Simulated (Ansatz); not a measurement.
SrZrO3: pressure series

The parent structure is SrZrO3 (space group I4/mcm, No. 140; a cell from a computed database, its experimental status unchecked).

Space group I4/mcm (No. 140); a = b = 5.7365 Å, c = 8.3236 Å, α = β = γ = 90.00°

```tsv
atom	site	symmetry	x	y	z
Sr	4b	-42m	0.0000	0.5000	0.2500
Zr	4c	4/m..	0.0000	0.0000	0.0000
O	8h	m.2m	0.1893	0.3107	0.0000
O	4a	422	0.0000	0.0000	0.2500
```
(The calculation used a cell of 10 atoms; values per cell refer to that cell.)

Cell and atoms are relaxed at each pressure.

Method: Ansatz (an electronic-structure program) PBEsol, scalar-relativistic without spin-orbit coupling.

```csv
pressure (GPa),volume per atom (Å³/atom)
-2,13.880
-1,13.786
0,13.695
0.3,13.669
0.7,13.634
1.5,13.564
3,?
5,13.280
7.5,13.095
```

Fit the third-order Birch–Murnaghan form P(V) = (3B₀/2)[(V₀/V)^(7/3) − (V₀/V)^(5/3)]·[1 + (3/4)(B₀′ − 4)((V₀/V)^(2/3) − 1)] (squares taken in P) to the rows shown and predict the withheld row.

Least squares on the printed values gives V₀ = 13.695 Å³/atom, B₀ = 153 GPa, B₀′ = 4.0; this predicts 13.439 Å³/atom, and the run gives 13.439 Å³/atom, in agreement.

Load acts through the strain it causes; cell and atoms are relaxed under it. Stability against distortions was not tested. Competing high-pressure phases were not computed.
